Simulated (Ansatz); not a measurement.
# GaAs: pressure series

Base system: GaAs in the zinc blende structure (space group F-43m, No. 216).

```
CELL_PARAMETERS angstrom
      0.00000     2.83335     2.83335
      2.83335     0.00000     2.83335
      2.83335     2.83335     0.00000
ATOMIC_POSITIONS crystal
  As 0.75000 0.75000 0.75000
  Ga 0.00000 0.00000 0.00000
```

Cell and atoms are relaxed at each pressure.

Calculations: r2SCAN/PAW in Ansatz (an electronic-structure program), no SOC.

For the base:

The band gap is 0.96 eV.

Q: The aim is a band gap between 0.69 eV and 0.74 eV. Which of these changes reaches it?
A. pressure 45 GPa
B. pressure −2 GPa
C. pressure −1 GPa
D. pressure 1.8 GPa
E. pressure 18 GPa

A: B, pressure −2 GPa. It gives 0.73 eV; pressure 1.8 GPa gives 1.15 eV; pressure −1 GPa gives 0.85 eV; pressure 18 GPa gives 1.41 eV; pressure 45 GPa gives 1.03 eV. Changes not listed may reach it too

Load acts through the strain it causes; cell and atoms are relaxed under it. Whether these cells are dynamically stable was not tested. Measured, GaAs leaves this structure (for a Cmcm phase) near 15 GPa (room temperature; as listed in arXiv:1906.07825).
